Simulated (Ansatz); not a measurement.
The starting structures come from a database of crystals and need not be the phases stable at ambient conditions.

Tunnelling through a barrier is set by its complex band structure: the current falls as exp(−2κd) with the smallest κ.

Given:

```
RbCl
1.0
    3.93597     0.00000     0.00000
    0.00000     3.93597     0.00000
    0.00000     0.00000     3.93597
Rb Cl
1 1
Direct
  0.00000   0.00000   0.00000
  0.50000   0.50000   0.50000
```

Space group of this cell: Pm-3m, CsCl type. The cell is taken as given; by PBEsol its mean pressure is -0.7 GPa.

Transport runs along the normal of the first two printed cell vectors, the (001) plane of the conventional cell.

No gap correction and no spin-orbit coupling; mid-gap values are interpolated between computed energies.

Question: State the band gap and the smallest decay constant κ at mid-gap according to PBEsol in Ansatz (a quantum-chemistry and plane-wave program).

Answer: Gap 4.77 eV on a 8×8×8 mesh; κ = 0.347 1/Å, at the zone centre.
